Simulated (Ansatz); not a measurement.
The reference is CdGeAs2 in the chalcopyrite structure (space group I-42d, No. 122; a = 6.0477 Å, c = 11.4884 Å).

All numbers come from Ansatz (a quantum-chemistry and plane-wave program), PBE, PAW, cutoff 420 eV, spin-orbit coupling left out.

Base values:

| Item | Value |
|---|---|
| Pressure | 0.0 GPa |

It is then changed as follows: an isotropic linear strain of −3.00 %, atoms relaxed at fixed cell.

Q: How does this affect the energy relative to the base?

A: The energy grows by 39 meV/atom.

Q: What happens to the pressure?

A: The pressure (mean of the normal stresses, compression positive) goes from zero to 5.9 GPa.

Whether these cells are dynamically stable was not tested. The final runs are not spin-polarised. Gaps under 0.05 eV, about the width of the smearing, are given as zero.
